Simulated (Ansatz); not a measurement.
Consider F-vacancy pair (F on one host O site, one O site vacant) in monoclinic ZrO2, charge state +3. Computed with PBE, PAW (plane waves to 420 eV; Ansatz, an electronic-structure program).

96-site cell at the relaxed PBE lattice, the Γ point alone, smearing 0.01 eV, spin-restricted, no finite-size correction. Energies are static. The charge state is imposed; whether it is stable for some Fermi level was not computed. Forms of the defect that were not tried may lie lower.

Barriers: single points on a 2×2×2 k-point mesh shifted by half a step at the bands' geometries.

The step: a nearby O atom hops onto the vacant site (F-vacancy distance between ideal sites 2.60 → 4.05 Å). Atoms about the jump, Cartesian Å from the middle of the jump, before and after:

```csv
atom,x0,y0,z0,x1,y1,z1
O1,-0.91,-0.23,-0.34,0.91,0.23,0.34
Zr2,0.23,0.93,-1.60,0.41,0.93,-1.55
Zr3,-0.20,-1.44,1.34,0.01,-1.32,1.37
O4,-0.67,2.43,-0.22,-0.77,2.41,-0.21
F5,2.04,1.93,-0.99,2.09,2.10,-1.13
Zr6,3.13,1.44,0.92,2.89,1.34,0.89
O7,1.59,-0.50,-2.09,1.69,-0.46,-2.24
O8,-1.69,-0.16,2.24,-1.62,-0.11,2.11
O9,0.79,-0.41,2.92,0.75,-0.53,3.17
O10,-0.76,-2.83,-0.18,-0.87,-2.38,-0.22
O11,1.65,2.69,1.53,1.63,2.80,1.50
O12,1.66,-2.28,1.45,1.69,-2.40,1.60
```

Question: Predict the transition state.

Answer: 
```tsv
atom	x	y	z
O1	0.54	0.18	0.24
Zr2	0.41	0.93	-1.60
Zr3	-0.04	-1.37	1.38
O4	-0.78	2.49	-0.23
F5	2.11	2.06	-1.08
Zr6	2.99	1.39	0.91
O7	1.69	-0.46	-2.25
O8	-1.68	-0.14	2.15
O9	0.75	-0.53	3.14
O10	-0.87	-2.50	-0.23
O11	1.63	2.76	1.50
O12	1.69	-2.37	1.56
```
It lies 0.90 eV above the start and 0.052 eV above the end. The saddle point's order was not checked.
